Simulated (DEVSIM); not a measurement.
Device: Si p+/n-/n+ power diode, at 300 K.

Layer 1 from the left is Si, thickness (μm) 2.50, Na (cm⁻³) 4e18, τn (s) 0.00022, τp (s) 0.00022. Layer 2 from the left is Si, thickness (μm) 47.0, Nd (cm⁻³) 7e15, τn (s) 0.00022, τp (s) 0.00022. Layer 3 from the left is Si, thickness (μm) 6.80, Nd (cm⁻³) 1.4e18, τn (s) 0.00022, τp (s) 0.00022.

Left contact: ohmic. Right contact: ohmic. Voltage is applied to the left contact. Recombination: SRH at mid-gap. Mobility is μmin + (μ − μmin)/(1 + (N/Nref)^α).

The device is made up for the run: typed textbook-type constants, with dimensions and the other settings drawn at random. Values at 300 K.

Si: gap (eV) 1.124, affinity (eV) 4.05, permittivity 11.7, Nc (cm⁻³) 2.86e19, Nv (cm⁻³) 3.1e19, μn (cm²/Vs) 1417, μp (cm²/Vs) 470, μn,min 52, μp,min 45, Nref,n 9.7e16, Nref,p 2.2e17, αn 0.68, αp 0.72.

Simulated with DEVSIM: 1D drift-diffusion, Boltzmann statistics, complete ionisation; no tunnelling, impact ionisation, image-force lowering or self-heating.

Q: What does the simulation give for the dark forward voltage at 100 A/cm², the dark forward voltage at 1 A/cm²?

A: dark forward voltage at 100 A/cm² 0.892 V; dark forward voltage at 1 A/cm² 0.764 V.
